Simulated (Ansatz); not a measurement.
The parent structure is LiCl in the rock salt structure (space group Fm-3m, No. 225; a = 5.064 Å). Axes: x, y, z lie along the cube axes.

Calculations: PBEsol (Ansatz, a first-principles code; PAW; 420 eV plane waves; no spin-orbit coupling).

Base values:

The pressure is 0.00 GPa.

Perturbation: tensile biaxial strain of 1.00 % in the plane normal to [001], as in epitaxy on a mismatched substrate; the out-of-plane cell vector and the atoms relax.

Task: How does this affect the pressure and out-of-plane strain?

Result: The pressure (mean of the normal stresses, compression positive) goes from zero to -0.44 GPa; the out-of-plane strain is -0.65 %.

Whether these cells are dynamically stable was not tested.
